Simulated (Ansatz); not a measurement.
## Defect calculation: Te on the Sb site (broken-bond start) in zinc-blende GaSb

Method: PBE, PAW (plane waves to 420 eV; Ansatz, a program for electronic structure). Cell and caveats: 64-site cell; 2×2×2 shifted k-points; start: the Sb site; started 0.95 Å off site, one bond broken; no spin–orbit coupling; the functional closes the host's gap; finite-size errors of tenths of an eV.

Neighbours after relaxation, in Å: of the Te atom: Ga 2.79, Ga 2.79, Ga 2.79, Ga 2.79.

```json
[
 {"charge": "0†", "moment (μB)": "quenched", "largest move off a lattice site (Å)": "0.11"}
]
```

† Not settled in this cell, so no level is given: charge 0: a level filled in part.

Starting moments that weren't kept: charge 0 began with 1 μB and ended with 0.0.

No other site or start that was run ended lower by more than 0.1 eV.
